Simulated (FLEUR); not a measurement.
FLEUR run on FePt (P4/mmm, 2 atoms in the cell): self-consistent single point.

Level of theory: FLEUR with PBEsol, all-electron FLAPW (FLEUR), scalar-relativistic valence.

```xyz
2
Lattice="2.6871 0.0000 0.0000 0.0000 2.6871 0.0000 0.0000 0.0000 3.6813" Properties=species:S:1:pos:R:3 pbc="T T T"
Fe     0.0000     0.0000     0.0000
Pt     1.3435     1.3435     1.8406
```
Moments meant for the start (each program seeds them in its own way; μB, in the order of the atoms Fe Pt): 4.0 1.0.

Reference input (self-consistent single point, DFT, PBE, all-electron FLAPW (FLEUR), scalar-relativistic valence): Kmax = 4.3 1/bohr; GmaxXC = 17.2 1/bohr; xcFunctional = pbe; jspins = 2; l_soc = F; mode = gauss; fermiSmearingEnergy = 0.00367493 Htr; mesh (inpgen div1-3) = 12 12 9; inpgen gamma flag = true; Gmax = 17.2 1/bohr; numbands = 0; maxIterBroyd = 15. This run's input differs from it in these lines:

```diff
@@ -14,2 +14,3 @@
 &comp jspins=2 /
+&exco xctyp='PBEs' /
 &kpt div1=12 div2=12 div3=9 gamma=t /
@@ -26,3 +27,3 @@
       <coreElectrons ctail="T" frcor="F" kcrel="0" coretail_lmax="0"/>
-      <xcFunctional name="pbe" relativisticCorrections="F"/>
+      <xcFunctional name="PBEs" relativisticCorrections="F"/>
       <magnetism jspins="2"/>
```

The program printed (abridged):

```
 Iteration:     1   Distance:      28.80325751 me/bohr^3
 Iteration:     2   Distance:      19.81089432 me/bohr^3
 Iteration:     3   Distance:      14.85441643 me/bohr^3
 Iteration:     4   Distance:       9.33962198 me/bohr^3
 Iteration:     5   Distance:       7.16486061 me/bohr^3
   [... 16 lines left out ...]
 Iteration:    22   Distance:       0.00011894 me/bohr^3
 Iteration:    23   Distance:       0.00005204 me/bohr^3
 Iteration:    24   Distance:       0.00002696 me/bohr^3
 Iteration:    25   Distance:       0.00000618 me/bohr^3
 Run finished successfully
 Stop message:
   Structural relaxation: Done

[file out, last iteration]
             iter=     26
[...]
          total density-effective poten   -3.4440552225E+04
          total charge density-energy d   -4.0693864408E+02
 Updated energy parameters for spin:           1
 Updated energy parameters for spin:           2
[...]
 fermi energy and band-weighting factors:
    1.290733

[...]
FERMIE:
          first approx. to ef    (T=0)  :   0.510635 htr   (energy of the highest occ. eigenvalue)
          number of occ. states  (T=0)  :       4462
          first approx. to seigv (T=0)  : -15.599349 htr
          sum of weights of occ. states :  32.005401
          sum of semicore charge        :   0.000000 e
          fermi energy=   0.51121 har   work function= -13.91065 ev
   [... lines left out ...]
     k-point=  125
     k-point=  126
     k-point=  127
     k-point=  128
     k-point=  129
     k-point=  130
     k-point=  131
     k-point=  132
     k-point=  133
     k-point=  134
     k-point=  135
     k-point=  136
     k-point=  137
     k-point=  138
     k-point=  139
     k-point=  140
     band-weighting factor for spin=    2
     k-point=    1
     k-point=    2
      0.000 0.000 0.000 0.000 0.000 0.000 0.000 0.000 0.
```

The run converged in 25 iterations. FLEUR gives forces in its relaxation mode, with a further iteration, so its stop message speaks of a relaxation. Against the reference run the size of the net moment stays at 1.61 μB/atom.

The starting cell comes from a database of computed structures (which also holds hypothetical and non-ambient phases and stackings), without a prior relaxation at this level. Its lattice was rescaled by a random factor within 2.5 % of one. The magnetic order is the one reached from the typed start; others were not searched systematically. Values depend on the basis (sphere radii, cutoffs, local orbitals), which need not be converged.

Cost on one core of a shared machine: roughly 5 min.
